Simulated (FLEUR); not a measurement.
Worked example: self-consistent single point of LaAu (Cmcm, 4 atoms in the cell) in FLEUR.

Method of the run: PBEsol, all-electron FLAPW (FLEUR), scalar-relativistic valence.

The change in words: lattice scaled by 0.98. Reference geometry:
```yaml
crystal:
  lattice:
    - [1.97258, -5.71152, 0.00000]
    - [1.97258, 5.71152, 0.00000]
    - [0.00000, 0.00000, 4.73583]
  atoms:
    - { symbol: La, position: [0.86498, 0.13502, 0.75000] }
    - { symbol: La, position: [0.13502, 0.86498, 0.25000] }
    - { symbol: Au, position: [0.58700, 0.41300, 0.75000] }
    - { symbol: Au, position: [0.41300, 0.58700, 0.25000] }
```

Reference input (self-consistent single point, DFT, PBEsol, all-electron FLAPW (FLEUR), scalar-relativistic valence): Kmax = 3.8 1/bohr; GmaxXC = 15.2 1/bohr; xcFunctional = PBEs; jspins = 1; l_soc = F; mode = hist; fermiSmearingEnergy = 0.00367493 Htr; mesh (inpgen div1-3) = 6 6 5; inpgen gamma flag = true; Gmax = 15.2 1/bohr; numbands = 0; maxIterBroyd = 15. This run's input differs from it in these lines:

```diff
@@ -3,5 +3,5 @@
 &input film=f /
-3.7276340692 -10.7932161142 0.0000000000
-3.7276340692 10.7932161142 0.0000000000
-0.0000000000 0.0000000000 8.9494122242
+3.6530805941 -10.5773526990 0.0000000000
+3.6530805941 10.5773526990 0.0000000000
+0.0000000000 0.0000000000 8.7704249245
 1.0
@@ -46,5 +46,5 @@
          <bravaisMatrix>
-            <row-1>    3.7276340692000001   -10.7932161141999998     0.0000000000000000</row-1>
-            <row-2>    3.7276340692000001    10.7932161141999998     0.0000000000000000</row-2>
-            <row-3>    0.0000000000000000     0.0000000000000000     8.9494122241999996</row-3>
+            <row-1>    3.6530805941000000   -10.5773526990000004     0.0000000000000000</row-1>
+            <row-2>    3.6530805941000000    10.5773526990000004     0.0000000000000000</row-2>
+            <row-3>    0.0000000000000000     0.0000000000000000     8.7704249245000003</row-3>
          </bravaisMatrix>
```

Log, with long lists cut:

```
 Iteration:     1   Distance:      17.88052240 me/bohr^3
 Iteration:     2   Distance:      14.22094297 me/bohr^3
 Iteration:     3   Distance:       5.97532983 me/bohr^3
 Iteration:     4   Distance:       5.12688202 me/bohr^3
 Iteration:     5   Distance:       1.70149401 me/bohr^3
   [... 11 lines left out ...]
 Iteration:    17   Distance:       0.00009372 me/bohr^3
 Iteration:    18   Distance:       0.00004024 me/bohr^3
 Iteration:    19   Distance:       0.00001386 me/bohr^3
 Iteration:    20   Distance:       0.00000617 me/bohr^3
 Reset of history
 Run finished successfully
 Stop message:
   Structural relaxation: new displacements generated

[file out, last iteration]
             iter=     21
[...]
          total density-effective poten   -9.5819765354E+04
          total charge density-energy d   -1.1221824021E+03
 Updated energy parameters for spin:           1
[...]
 fermi energy and band-weighting factors:
    0.515220    0.515386    0.516807

[...]
FERMIE:
          first approx. to ef    (T=0)  :   0.434523 htr   (energy of the highest occ. eigenvalue)
          number of occ. states  (T=0)  :       1090
          first approx. to seigv (T=0)  : -17.711964 htr
          sum of weights of occ. states :  28.005556
          sum of semicore charge        :   0.000000 e
FERHIS:  Fermi-Energy by histogram:
          bandgap                     :   0.000379 htr
   [... lines left out ...]
          charge neutrality (T=0)     :   0.011111    (zero if the highest occ. eigenvalue is "entirely" occupied)
     EF_NEWTON:  Adjust Fermi-Energy by Newton-Method.
 Direct bandgap for spin            1 :    4.7679014200415759E-003  Htr
 ---->    free energy=                    -55074.2201933851 htr
   [... lines left out ...]
      extrapolation for T->0
 ---->    total electron energy=          -55074.2185078094 htr
 ***** TOTAL FORCES ON ATOMS *****
 TOTAL FORCE FOR ATOM TYPE=  1  X=  0.000   Y=  2.856   Z= -2.193
                       FX_TOT= 0.000000 FY_TOT= 0.005193 FZ_TOT= 0.000000
 TOTAL FORCE FOR ATOM TYPE=  2  X=  0.000   Y=  8.737   Z= -2.193
                       FX_TOT= 0.000000 FY_TOT= 0.000226 FZ_TOT= 0.000000
```

The run converged in 20 iterations. FLEUR gives forces in its relaxation mode, with a further iteration, so its stop message speaks of a relaxation. Against the reference run the free energy goes up by 22.8 meV/atom and the largest force goes from 0.085 to 0.267 eV/Å.

The starting cell comes from a database of computed structures (which also holds hypothetical and non-ambient phases and stackings), without a prior relaxation at this level. Its lattice was rescaled by a random factor within 2.5 % of one. For this run, on top of that: lattice scaled by 0.98. Spin-orbit coupling is off. Values depend on the basis (sphere radii, cutoffs, local orbitals), which need not be converged. The log's line on a gap gives a spacing of levels on this mesh, which the program prints for metals too.

Cost on one core of a shared machine: roughly 8 min.
